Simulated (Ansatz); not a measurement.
**ReSe (model structure, started from the WC type, P-6m2, No. 187, 2 atoms in the cell)**

Level of theory: PBEsol (Ansatz, an electronic-structure program, PAW).

Numerical settings: plane-wave cutoff 520 eV, 18×18×16 k mesh (along the axes of the cell as run), Fermi–Dirac smearing 0.05 eV, no spin polarisation, scalar-relativistic PAW data made under PBE.

Cell (relaxed at this level):

```cif
data_ReSe
_chemical_formula_sum 'Re1 Se1'
_space_group_name_H-M_alt 'P 1'
_space_group_IT_number 1
_cell_length_a 3.04640
_cell_length_b 3.04640
_cell_length_c 3.83346
_cell_angle_alpha 90.000
_cell_angle_beta 90.000
_cell_angle_gamma 120.000
loop_
_space_group_symop_operation_xyz
  'x, y, z'
loop_
_atom_site_label
_atom_site_type_symbol
_atom_site_fract_x
_atom_site_fract_y
_atom_site_fract_z
_atom_site_occupancy
Re1 Re 0.00000 0.00000 0.00000 1
Se1 Se 0.66667 0.33333 0.50000 1
```

```yaml
bulk modulus B0: 213 GPa
```

Note: the run has no spin polarisation, so it can have missed a magnetic state; the bulk modulus is −V dP/dV from two relaxed cells at ±2 % in volume; the relaxation could raise the start's symmetry but not lower it, so the cell can be a saddle point.

Spin–orbit coupling is not included; it can open a gap where bands touch, and shift volumes and moduli.

Computed values are for the static lattice.

The result took about 4 core-minutes (a rough figure).

A model structure was made by putting elements into a prototype or built by hand; it is no filed structure, need not be a known phase, and can be a saddle point held by its symmetry.
